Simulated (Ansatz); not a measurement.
The reference is HfSiSe (space group P4/nmm, No. 129).

```
HfSiSe
1.0
    3.57640     0.00000     0.00000
    0.00000     3.57640     0.00000
    0.00000     0.00000     8.25557
Hf Si Se
2 2 2
Direct
  0.00000   0.50000   0.74453
  0.50000   0.00000   0.25547
  0.00000   0.00000   0.00000
  0.50000   0.50000   0.00000
  0.50000   0.00000   0.62081
  0.00000   0.50000   0.37919
```

Level of theory: PBEsol/PAW in Ansatz (a program for electronic structure), no spin-orbit coupling.

Base values:

```
Property                  Value
-------------------  ----------
c/a ratio                 2.308
Lattice parameter a  6.758 bohr
```

Now apply this change: full substitution Se → Ir, then cell and atoms are relaxed.

Question: How does this affect the c/a ratio and lattice parameter a?

Answer: The c/a ratio rises by 0.3653 to 2.674; the lattice parameter a shrinks by 0.4246 bohr to 6.334 bohr.

Stability against distortions was not tested. As relaxed here, HfIrSi is a hypothetical phase, not in the database extracts checked. The final runs are not spin-polarised.
